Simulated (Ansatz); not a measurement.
**TiO2: biaxial strain +2.40 %, plane normal [001], relaxed out of plane**

Take TiO2 in the anatase structure (space group I4_1/amd, No. 141; a = 3.7698 Å, c = 9.5517 Å) as the base. Axes: x, y, z lie along a, b, c of the conventional cell.

It is then changed as follows: tensile biaxial strain of 2.40 % in the plane normal to [001], as in epitaxy on a mismatched substrate; the out-of-plane cell vector and the atoms relax.

Method: PBEsol (Ansatz, a program for electronic structure, PAW, without spin-orbit coupling). Γ-centred 12×12×12 mesh, Fermi–Dirac width 0.05 eV.

| quantity | base | changed | shift |
|---|---|---|---|
| volume per atom | 11.31 Å³ | 11.48 Å³ | +0.165 Å³ |
| shortest interatomic distance | 1.928 Å | 1.957 Å | +0.029 Å |
| energy relative to the base (free energy F) | 0 meV/atom | +12 meV/atom | +12 meV/atom |
| band gap | 2.11 eV | 1.90 eV | -0.204 eV |
| gap character | indirect, Γ–X (87 % along) → Γ | indirect, Γ–X (87 % along) → Γ | – |
| smallest direct gap | 2.44 eV | 2.32 eV | -0.12 eV |
| out-of-plane strain | – | -3.24 % | – |
| ratio −ε⊥/ε∥ | – | 1.35 | – |

Final structure (turned so that z lies along the plane normal):

```
TiO2
1.0
    3.86026     0.00000     0.00000
    0.00000     3.86026     0.00000
    1.93013    -1.93013     4.62087
Ti O
2 4
Cartesian
  1.93013   0.00000   2.31043
  0.00000   0.00000   0.00000
  1.93013   0.00000   0.35345
  1.93013   1.93013   2.66389
  3.86026   0.00000   1.95698
  1.93013   0.00000   4.26742
```

Cost of the whole job for the changed cell (relaxation, final SCF and bands): about 3 core-minutes (a rough figure).

Stability against distortions was not tested. All final runs are without spin polarisation.
